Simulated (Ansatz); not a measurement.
Take Cu in the fcc (Cu type) structure (space group Fm-3m, No. 225; a = 3.630 Å; relaxed with 0.1 eV smearing) as the base.

All numbers come from Kohn–Sham DFT with the PBE functional, run in Ansatz (a program for electronic structure) with PAW and 420 eV plane waves, no spin-orbit coupling.

Base values:

Pressure: 0.0 GPa

Perturbation: an isotropic linear strain of −0.50 %, atoms relaxed at fixed cell.

What does the calculation give for the pressure and energy relative to the base after the change?

The pressure goes from zero to 2.2 GPa; the energy goes up by 1.2 meV/atom.

Whether these cells are dynamically stable was not tested. The final runs are not spin-polarised.
